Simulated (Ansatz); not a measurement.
A (4,4) SiC nanotube has 16 atoms in a period of 3.100 Å, a mean diameter of 6.88 Å, and lies 123 meV/atom over the flat sheet relaxed at the same level.

The numbers are results of PBE (plane waves to 420 eV, PAW; Ansatz, an electronic-structure program), not measurements. Mesh 1×1×10. No spin polarisation. Isolated but for its images some 11 Å away. A hypothetical model, rolled from the flat sheet. It keeps the symmetry and period of its start, so it need not be a minimum against all distortions.

Question: Which bending rigidity of the sheet does this imply in the thin-plate picture?

Answer: A plate bent to radius R stores D/(2R²) an area. The area an atom is π × 6.88 × 3.100/16 = 4.19 Å², so the stored energy is 0.123/4.19 = 0.0294 eV/Å². With R = 3.440 Å, D = 2R² × 0.0294 = 0.70 eV.
